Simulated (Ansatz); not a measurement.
Structures of equal composition on the (0001) surface of 4H silicon carbide (Si plane on top): (√3x√3)R30° Sb adatom at H3; (√3x√3)R30° Sb adatom at T4. The slabs share one bottom face, and each structure is named by its start. These are constructed structures in small cells; real faces may alloy, dewet or reconstruct in larger ones, and not all known structures of the face are among them. Slabs of about 10 Å, Fermi-Dirac smearing of 0.025 eV. Bottom of the slabs: H caps. Relaxed from the named starts with such symmetry as they have, on meshes of like density; energies extrapolated to zero smearing; spin only where a row says so; no spin-orbit coupling, no U. Brackets mark spin-polarised runs, whose order is one that fits the cell. Where a second, spin-polarised start was run, the lower counts.

Calculation: PBE (plane waves to 420 eV, PAW; Ansatz, an electronic-structure program).

### Question
Order them by energy per 1x1 cell (lowest first) at the level PBE.

### Answer
(√3x√3)R30° Sb adatom at T4 (0.000 eV, gap 1.89 eV on the mesh), (√3x√3)R30° Sb adatom at H3 (0.107 eV, gap 1.81 eV on the mesh)
